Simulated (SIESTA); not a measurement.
Band structure of NiAgSe₂ (R3m, 4 atoms in the cell).

```xyz
4
Lattice="1.8207 1.0512 6.9203 -1.8207 1.0512 6.9203 0.0000 -2.1023 6.9203" Properties=species:S:1:pos:R:3 pbc="T T T"
Ni     0.0000     0.0000     0.0594
Ag     0.0000     0.0000    17.6692
Se     0.0000     0.0000    15.1073
Se     0.0000     0.0000     5.6966
```

Method: GGA PBEsol, numerical atomic orbitals DZP, PseudoDojo PBEsol standard norm-conserving potentials (rewritten from UPF to PSML) (SIESTA).

Settings: XC.functional = GGA; XC.authors = PBEsol; potentials = PseudoDojo PBEsol standard; PAO.BasisSize = DZP; PAO.EnergyShift = 0.01 Ry; MeshCutoff = 300 Ry; kgrid.MonkhorstPack = 7 7 7; OccupationFunction = MP; OccupationMPOrder = 0; ElectronicTemperature = 1160.45 K; MaxSCFIterations = 150; SCF.Mixer.Method = Broyden; SCF.Mixer.Weight = 0.25; SCF.Mixer.History = 8.

The starting cell comes from a database of computed structures (which also holds hypothetical and non-ambient phases and stackings), without a prior relaxation at this level. Spin polarisation is off; with an odd number of electrons in the cell that forces a metal, and a magnetic state may lie lower. Values carry the incompleteness of an atom-centred basis.

Levels in eV from the Fermi level, bands 31 to 36:
| point | 31 | 32 | 33 | 34 | 35 | 36 |
|---|---|---|---|---|---|---|
| Γ | -1.67 | -1.25 | -0.40 | -0.40 | 1.03 | 1.03 |
| L | -2.28 | -1.90 | -1.83 | -1.64 | -0.17 | 0.71 |
| B1 | -2.47 | -1.88 | -1.46 | -1.44 | -0.12 | 0.33 |
| B | -2.47 | -1.88 | -1.46 | -1.44 | -0.12 | 0.33 |
| Z | -2.05 | -1.20 | -0.69 | -0.69 | 1.19 | 1.19 |
| X | -2.50 | -1.89 | -1.45 | -1.44 | -0.15 | 0.31 |
| Q | -2.50 | -1.89 | -1.45 | -1.44 | -0.15 | 0.31 |
| F | -2.10 | -1.82 | -1.79 | -1.66 | 0.47 | 1.14 |
| P1 | -2.10 | -1.84 | -1.81 | -1.64 | 0.17 | 1.04 |
| P | -2.10 | -1.84 | -1.81 | -1.64 | 0.17 | 1.04 |

Bands cross the Fermi level along this path, so the cell is metallic at this level.

Higher empty bands are left out: an atom-centred basis made for the valence describes them poorly.
